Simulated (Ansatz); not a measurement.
Take SnO$_{2}$ in the rutile structure (space group P4_2/mnm, No. 136) as the base.

```
CELL_PARAMETERS angstrom
      4.72236     0.00000     0.00000
      0.00000     4.72236     0.00000
      0.00000     0.00000     3.19034
ATOMIC_POSITIONS crystal
  Sn 0.00000 0.00000 0.00000
  Sn 0.50000 0.50000 0.50000
  O  0.30607 0.30607 0.00000
  O  0.80607 0.19393 0.50000
  O  0.19393 0.80607 0.50000
  O  0.69393 0.69393 0.00000
```

Cartesian axes are those of the cell as printed.

The values are results of LDA/PAW in Ansatz (a program for electronic structure), spin-orbit coupling left out, not measurements.

Strains are applied to the cell and any free atomic positions relax.

One change was made to it. Results:

The band gap falls by 0.42 eV, from 1.16 eV to 0.74 eV; the valence-band top at Γ (three highest levels, from the VBM) becomes 0.00, -0.73, -0.73 eV (base: 0.00, -0.80, -0.80 eV).

Task: Which of these changes matches the shifts?
(A) uniaxial strain ε_zz = +3.00 %
(B) uniaxial strain ε_zz = +1.80 %
(C) uniaxial strain ε_zz = +0.60 %

Result: A, uniaxial strain ε_zz = +3.00 %. For comparison, the band gap in the other runs: uniaxial strain ε_zz = +0.60 % gives 1.08 eV; uniaxial strain ε_zz = +1.80 % gives 0.91 eV.

No phonon test of stability was made.
